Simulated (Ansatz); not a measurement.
Consider Sn in the diamond structure (space group Fd-3m, No. 227; a = 6.540 Å; relaxed with 0.1 eV smearing). Axes: x, y, z lie along the cube axes.

Computed with plane-wave PAW DFT at the PBEsol level (Ansatz, a quantum-chemistry and plane-wave program, 420 eV), no spin-orbit coupling.

Base values:

The pressure is 0.0 GPa.

The change: biaxial strain −0.42 %, plane normal [111], relaxed out of plane (Cartesian); in-plane vectors clamped, the third vector and the atoms free.

Q: Predict the new energy relative to the base and pressure.

A: The energy increases by 0.3 meV/atom; the pressure (mean of the normal stresses, compression positive) goes from zero to 0.3 GPa.

No phonon test of stability was made.
